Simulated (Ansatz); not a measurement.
**SiC: energy against strain**

SiC (4H polytype, P6_3mc, 10.138 Å³/atom and stress up to 0.01 GPa in the relaxed cell, c along z) under a strain ε along c (axis z), the other axes held. LDA in Ansatz, a plane-wave DFT program (PAW, default set), 420 eV, 12×12×4 Γ-centred mesh, Fermi-Dirac smearing 0.05 eV; ions are relaxed, or left where forces stay under 0.02 eV/Å, within the symmetry of each cell.

Here s stands for strain and y for E less E0.

```
strain (%)  E less E0 (meV/atom)
----------  --------------------
-3.00                          ?
-1.50                       4.11
-0.75                       1.02
0.00                        0.00
0.75                        1.00
1.50                        3.93
```

Taking a parabola for y over the 5 complete rows: Least squares gives y = 0.003 - 0.0507·s + 1.7854·s². Residuals (row less fit): 0.014, -0.025, -0.003, 0.031, -0.014; standard error 0.031 (degrees of freedom: 2). Twice the quadratic coefficient over the volume, 2 × 1.7854 meV × 10⁴ × 0.1602 / 10.138 Å³, is the elastic constant C33 = 564 ± 5 GPa (± standard error of the fit, which holds the terms cut off).

Task: What does the fit predict for y at s = -3.00, and how far is the calculated value from it?

Result: y = 0.003 - 0.0507 × (-3.00) + 1.7854 × (-3.00)² = 16.224 meV/atom. The calculation gives 16.71 meV/atom, 0.486 meV/atom above the prediction (2.9 % of the range of y in the table). The row lies outside the fitted rows, so this is an extrapolation. From the scatter of the fitted rows alone, a prediction at this place has a standard error of 0.129 meV/atom, so the miss is 3.8 times that.

A polynomial of degree 3 through the 8 other runs of the series gives 16.74 there, so most of the miss is curvature that the fit leaves out. The start is a measured cell from the literature; how it stands against other phases or cation orders wasn't checked. Rows are the converged runs of the series near zero and its far end; series whose fitted rows scatter by over a few per cent of the range, as at a crossing or softening among them, aren't shown in this form, nor equations of state whose B0' disagrees with the runs' pressures. Most that stay on the fit to the last digits aren't either.
